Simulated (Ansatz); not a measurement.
**Mg₃SnO (model structure, started from the Mg3SbN type, Pm-3m, No. 221, 5 atoms in the cell)**

All values below come from PBE in Ansatz (plane waves, PAW).

Settings: plane-wave cutoff 520 eV, 14×14×14 k mesh, Fermi–Dirac smearing 0.05 eV, scalar-relativistic PAW data made under PBE.

Cell (relaxed at this level):

Space group Pm-3m (No. 221); a = 4.391 Å, b = 4.391 Å, c = 4.391 Å, α = 90.00°, β = 90.00°, γ = 90.00°

```csv
atom,site,symmetry,x,y,z
Mg,3c,4/mm.m,0.0000,0.5000,0.5000
Sn,1a,m-3m,0.0000,0.0000,0.0000
O,1b,m-3m,0.5000,0.5000,0.5000
```

For Mg₃SnO (model structure, started from the Mg3SbN type, Pm-3m, No. 221, 5 atoms in the cell), the band gap is zero (no gap) and the bulk modulus B0 comes out as 69.5 GPa.

Note: the bulk modulus is −V dP/dV from two relaxed cells at ±2 % in volume; the relaxation could raise the start's symmetry but not lower it, so the cell can be a saddle point.

Spin–orbit coupling is not included; it can open a gap where bands touch, and shift volumes and moduli.

The computed numbers hold no vibrational or temperature effects.

Computing time: very roughly 80 core-seconds.

A model structure was made by putting elements into a prototype or built by hand; it is no filed structure, need not be a known phase, and can be a saddle point held by its symmetry.

Ansatz is a quantum-chemistry and plane-wave program.
